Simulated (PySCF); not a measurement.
PySCF 2.14.0, CCSD(T) (frozen core)/cc-pvdz: Cr(Sx)2(F)2 ([F][Cr]([F])(=[S])=[S]), 5 atoms. The geometry is a generated start, not checked to be a minimum at this level.

```python
import time
import numpy
from pyscf import lib
from pyscf import gto, scf, dft, mp, cc, sgx
lib.logger.TIMER_LEVEL = 4
t0 = time.perf_counter()

mol = gto.M(
    atom='''
Cr    -0.18640000     0.04910000    -0.01940000
S      1.16630000    -0.32280000    -1.54030000
S      0.86170000    -0.21400000     1.73930000
F     -0.52900000     1.71610000    -0.10210000
F     -1.31260000    -1.22850000    -0.07750000
''',
    basis='cc-pvdz',
    max_memory=32000,
    verbose=4,
)
mf = scf.RHF(mol)
mf.chkfile = None
mf.kernel()
print('SCF converged:', mf.converged)
print('E(SCF) = %.10f' % mf.e_tot)
print('basis functions:', mol.nao_nr())
print('integrals held in memory:', getattr(mf, '_eri', None) is not None)
t1 = time.perf_counter()
print('wall of the SCF part: %.3f s' % (t1 - t0))
mycc = cc.CCSD(mf, frozen=21)
shift = 0
eris = mycc.ao2mo()
mycc.kernel(eris=eris)
print('CCSD converged:', mycc.converged)
t2 = time.perf_counter()
print('wall of the CCSD part: %.3f s' % (t2 - t1))
et = mycc.ccsd_t(eris=eris)
print('wall of the (T) part: %.3f s' % (time.perf_counter() - t2))
print('E(total) = %.10f' % (mycc.e_tot + et + shift))
print('wall after the SCF: %.3f s' % (time.perf_counter() - t1))
print('run ended')
```

The program reports basis functions: 107.

Hardware: Arm Neoverse V2, 96 cores on 1 socket, no SMT, 1 L3 cache group.

Times are wall-clock medians of two to five runs, from launch to exit, with nothing else on the machine. Unless noted, each process is bound to its own block of adjacent cores. The times hold for this build (PyPI wheel: OpenMP (GNU), a bundled serial OpenBLAS 0.3.3 under its C layer, NumPy's threaded OpenBLAS held to generic ARMv8 kernels, libcint, Libxc). Scratch files lie in a memory file system.

Started as
```bash
OMP_NUM_THREADS=32 OPENBLAS_NUM_THREADS=1 python -u run.py
```
(32 threads, 1 BLAS thread, task = ccsd(t), fno = not set) it takes 16 s and 47 Fock builds (products with the orbital Hessian counted alike).

**Question.** How long does it take after this change: task = fno-ccsd(t), fno = 0.001?

**Answer.** About 7.5 s (3 runs within 5 %): 2.1× as fast. The largest move is in CCSD iterations and the steps ahead of them: 9.1 s to 4.1 s. CCSD iterations go from 35 to 30. The change alters what is computed, so the results aren't set side by side.
